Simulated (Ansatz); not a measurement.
Consider Ge in the diamond structure (space group Fd-3m, No. 227; a = 5.676 Å).

One thing is altered: a hydrostatic pressure of 5 GPa.

Levels (all Ansatz, a quantum-chemistry and plane-wave program, PAW): PBEsol (420 eV, no SOC); r2SCAN (500 eV, no spin-orbit coupling); HSE06 (420 eV, scalar-relativistic without spin-orbit coupling).

At the geometry relaxed with PBEsol, these levels gave the following band gaps, in shuffled order: (a) 1.01 eV, (b) 0.29 eV, (c) 0.65 eV.

### Question
Match each gap to its level.

### Answer
(a) HSE06; (b) PBEsol; (c) r2SCAN.

Single points use the geometry relaxed with PBEsol. HSE06 was sampled on its mesh, a few special points and the semilocal edge points, so its gap is an upper bound. Load acts through the strain it causes; cell and atoms are relaxed under it. Stability against distortions was not tested. Tetrahedral semiconductors of this kind turn to denser phases somewhere between about 1 and 50 GPa; those were not computed, so compressed cells here can lie past the real transition. The zero or small gap of Ge can change with the level of theory.
